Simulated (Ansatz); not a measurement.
The structure below was relaxed with Kohn–Sham DFT with the PBE functional, run in Ansatz (a first-principles code) with PAW and 420 eV plane waves, scalar-relativistic without spin-orbit coupling, at pressure 9 GPa.

```xyz
3
Lattice="-1.5855 1.5855 3.8913 1.5855 -1.5855 3.8913 1.5855 1.5855 -3.8913" Properties=species:S:1:pos:R:3 pbc="T T T"
Si     0.0000     0.0000     5.1789
Si     0.0000     0.0000     2.6037
Mo     0.0000     0.0000     0.0000
```

Task: Find the space group and the Wyckoff positions.

Result: Space group I4/mmm (No. 139); a = 3.171 Å, b = 3.171 Å, c = 7.783 Å, α = 90.00°, β = 90.00°, γ = 90.00°

```json
[
 {"atom": "Si", "site": "4e", "symmetry": "4mm", "x": "0.0000", "y": "0.0000", "z": "0.3346"},
 {"atom": "Mo", "site": "2a", "symmetry": "4/mmm", "x": "0.0000", "y": "0.0000", "z": "0.0000"}
]
```

Task: Describe the coordination.

Result: The crystal has 6 atoms in its conventional cell. Lattice parameters: a = b = 3.171 Å, c = 7.783 Å, α = β = γ = 90.00°. Si is surrounded by 5 Si at 2.575–2.600 Å and 5 Mo at 2.586–2.604 Å. Mo sees 10 Si at 2.586–2.604 Å and 4 Mo at 3.171 Å. (Neighbours: up to the widest gap in distance over summed covalent radii, below 1.35, at either atom; cation-cation and far metal-metal contacts left out.)

Load acts through the strain it causes; cell and atoms are relaxed under it. Stability against distortions was not tested. Competing high-pressure phases were not computed. All final runs are without spin polarisation. The cell was made from MoSi₂ (space group I4/mmm, No. 139) by this change: pressure 9 GPa.
